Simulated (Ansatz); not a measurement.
Base system: SnSe in the GeS type structure (space group Pnma, No. 62; a = 11.536 Å, b = 4.121 Å, c = 4.578 Å; layered, stacked along the Cartesian x axis). Axes: x, y, z lie along a, b, c of the conventional cell.

Computed with r2SCAN+rVV10 (Ansatz, a program for electronic structure; PAW; 500 eV plane waves; no spin-orbit coupling).

Base values:

Shortest interatomic distance: 2.757 Å

One thing is altered: uniaxial stress, 5 GPa compression along x, with the cell and atoms free to relax against it.

What does the calculation give for the shortest interatomic distance and energy relative to the base after the change?

The shortest interatomic distance drops by 0.015 Å (2.757 Å → 2.742 Å); the energy grows by 47 meV/atom.

Load acts through the strain it causes; cell and atoms are relaxed under it. Beyond what the load breaks, stability against distortions was not tested. Under uniaxial stress, 5 GPa compression along x atoms moved by over 0.3 Å (layers or molecules slid or turned), so the response is not a plain elastic one. Under uniaxial stress, 5 GPa compression along x the cell changed shape so far that it is another structure.
